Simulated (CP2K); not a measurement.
Worked example: self-consistent single point of BaCd2Sb2 (P-3m1, 5 atoms in the cell) in CP2K

Method: PBEsol, GPW, DZVP-MOLOPT-SR-GTH basis, GTH-PBE potentials (GTH_POTENTIALS) (CP2K).

The input file:

```
&GLOBAL
  PROJECT ba(cdsb)2
  RUN_TYPE ENERGY_FORCE
  PRINT_LEVEL LOW
&END GLOBAL
&FORCE_EVAL
  METHOD Quickstep
  STRESS_TENSOR ANALYTICAL
  &DFT
    BASIS_SET_FILE_NAME BASIS_MOLOPT
    POTENTIAL_FILE_NAME GTH_POTENTIALS
    &QS
      METHOD GPW
      EPS_DEFAULT 1E-10
    &END QS
    &MGRID
      CUTOFF 500
      REL_CUTOFF 60
      NGRIDS 5
    &END MGRID
    &SCF
      SCF_GUESS ATOMIC
      EPS_SCF 1E-6
      MAX_SCF 100
      ADDED_MOS 8
      &DIAGONALIZATION
        ALGORITHM STANDARD
      &END DIAGONALIZATION
      &MIXING
        METHOD BROYDEN_MIXING
        ALPHA 0.3
        NBUFFER 8
        BETA 1.5
      &END MIXING
      &SMEAR ON
        METHOD GAUSSIAN
        SIGMA [eV] 0.1
      &END SMEAR
    &END SCF
    &KPOINTS
      SCHEME MONKHORST-PACK 7 7 4
      GAMMA_CENTERED T
    &END KPOINTS
    &XC
      &XC_FUNCTIONAL
        &PBE
          PARAMETRIZATION PBESOL
        &END PBE
      &END XC_FUNCTIONAL
    &END XC
    &PRINT
      &MO
        EIGENVALUES T
        OCCUPATION_NUMBERS T
        NDIGITS 8
        FILENAME mo
        &EACH
          QS_SCF 0
        &END EACH
        ADD_LAST NUMERIC
      &END MO
      &MULLIKEN OFF
      &END MULLIKEN
    &END PRINT
  &END DFT
  &SUBSYS
    &CELL
      A 4.83140000 0.00000000 0.00000000
      B -2.41570000 4.18411500 0.00000000
      C 0.00000000 0.00000000 8.15887000
      PERIODIC XYZ
    &END CELL
    &COORD
      Ba       0.00000000     0.00000000     0.00000000
      Cd       2.41570242     1.39470361     5.16325929
      Cd      -0.00000242     2.78941139     2.99561071
      Sb       2.41570242     1.39470361     2.16528251
      Sb      -0.00000242     2.78941139     5.99358749
    &END COORD
    &KIND Ba
      BASIS_SET DZVP-MOLOPT-SR-GTH
      POTENTIAL GTH-PBE-q10
    &END KIND
    &KIND Cd
      BASIS_SET DZVP-MOLOPT-SR-GTH
      POTENTIAL GTH-PBE-q12
    &END KIND
    &KIND Sb
      BASIS_SET DZVP-MOLOPT-SR-GTH
      POTENTIAL GTH-PBE-q5
    &END KIND
  &END SUBSYS
  &PRINT
    &FORCES ON
    &END FORCES
    &STRESS_TENSOR ON
    &END STRESS_TENSOR
  &END PRINT
&END FORCE_EVAL
```

Log, with long lists cut:

```
 GLOBAL| Method name                                                        CP2K
 GLOBAL| Project name                                                  ba(cdsb)2
 GLOBAL| Run type                                                   ENERGY_FORCE

 TOTAL NUMBERS AND MAXIMUM NUMBERS

  Total number of            - Atomic kinds:                                   3
                             - Atoms:                                          5
                             - Shell sets:                                     5
                             - Shells:                                        30
                             - Primitive Cartesian functions:                 26
                             - Cartesian basis functions:                    103
                             - Spherical basis functions:                     90

  Maximum angular momentum of- Orbital basis functions:                        3
                             - Local part of the GTH pseudopotential:          2
                             - Non-local part of the GTH pseudopotential:      4

 SCF PARAMETERS         Density guess:                                    ATOMIC
                        max_scf:                                             100
                        max_diis:                                              4
                        eps_scf:                                        1.00E-06
                        eps_diis:                                       1.00E-01
                        eps_eigval:                                     1.00E-05
                        level_shift [a.u.]:                             0.000000
                        added MOs                                         8    0
                        Mixing method:                            BROYDEN_MIXING
                                                charge density mixing in g-space
                        Smear method:                                   GAUSSIAN
                        Smearing width (sigma) [a.u.]:                  3.67E-03
                        Accuracy threshold:                             1.00E-10
                        No outer SCF

 Extrapolation method: initial_guess

 Number of electrons:                                                         44
 Number of occupied orbitals:                                                 22
 Number of molecular orbitals:                                                30

 Number of orbital functions:                                                 90
 Number of independent orbital functions:                                     90

 SCF WAVEFUNCTION OPTIMIZATION

  Step     Update method      Time    Convergence         Total energy    Change
     1 NoMix/Diag. 0.30E+00      -     1.64597376      -128.8775006711 -1.29E+02
     2 Broy./Diag. 0.30E+00      -     0.03292435      -129.5649189465 -6.87E-01
     3 Broy./Diag. 0.30E+00      -     0.10617902      -128.8049243879  7.60E-01
     4 Broy./Diag. 0.30E+00      -     0.02164550      -128.3417009553  4.63E-01
     5 Broy./Diag. 0.30E+00      -     0.01037446      -128.4441775894 -1.02E-01
     6 Broy./Diag. 0.30E+00      -     0.00169301      -128.5126688467 -6.85E-02
     7 Broy./Diag. 0.30E+00      -     0.00181231      -128.5308910746 -1.82E-02
   [... 5 lines left out ...]
    13 Broy./Diag. 0.30E+00      -     0.00002078      -128.5347343599 -9.56E-05
    14 Broy./Diag. 0.30E+00      -     0.00004346      -128.5346825796  5.18E-05
    15 Broy./Diag. 0.30E+00      -     0.00000660      -128.5346686707  1.39E-05
    16 Broy./Diag. 0.30E+00      -     0.00001043      -128.5346322815  3.64E-05
    17 Broy./Diag. 0.30E+00      -     0.00000092      -128.5346233634  8.92E-06

  *** SCF run converged in    17 steps ***

  Electronic density on regular grids:        -43.9999999968        0.0000000032
  Core density on regular grids:               43.9999999923       -0.0000000077
  Total charge density on r-space grids:       -0.0000000045
  Total charge density g-space grids:          -0.0000000045

  Overlap energy of the core charge distribution:               0.00000000064785
  Self energy of the core charge distribution:               -223.86120550557450
  Core Hamiltonian energy:                                     63.08655588936260
  Hartree energy:                                              51.77514789096345
  Exchange-correlation energy:                                -19.53507468172500
  Smearing free energy correction:                             -0.00004695716845
  Fermi energy:                                                 0.18703369883895

  Total energy:                                              -128.53462336338191
  Total energy (extrapolated to sigma->0):                   -128.53459988479767

 ENERGY| Total FORCE_EVAL ( QS ) energy [hartree]           -128.534618483794162

 FORCES| Atomic forces [hartree/bohr]
 FORCES|   Atom     x               y               z               |f|
 FORCES|      1  2.94722393E-13 -8.61695382E-09  1.71264539E-08   1.91720452E-08
 FORCES|      2 -3.84011137E-07  1.66951132E-07  2.05746475E-04   2.05746901E-04
 FORCES|      3  3.84012834E-07 -1.96842652E-07 -2.05640056E-04   2.05640509E-04
 FORCES|      4 -3.94625591E-07  2.25546088E-07 -1.27871793E-03   1.27871801E-03
 FORCES|      5  3.94623456E-07 -1.87056540E-07  1.27859476E-03   1.27859483E-03
 FORCES| Sum    -1.43152572E-13 -1.89250333E-11  3.69172730E-10
 FORCES| Total atomic force                                       3.69657520E-10

 STRESS| Analytical stress tensor [bar]
 STRESS|                        x                   y                   z
 STRESS|      x       -1.67795363384E+03   2.52798591178E-01   1.00326354674E-01
 STRESS|      y        2.52798591178E-01  -1.67767688157E+03   8.30935936951E-02
 STRESS|      z        1.00326354674E-01   8.30935936951E-02  -6.74068639292E+03
 STRESS| 1/3 Trace                                            -3.36543896944E+03
```

The run converged in 17 iterations.

The starting cell comes from a database of computed structures (which also holds hypothetical and non-ambient phases and stackings), without a prior relaxation at this level. Values carry the incompleteness of an atom-centred basis. The potentials were made for another functional than the one used. The run gives no clean gap (levels at the Fermi energy touch, overlap or are partly filled at this smearing), which alone does not show that the compound is a metal.

Cost on one core of a shared machine: roughly 80 s.
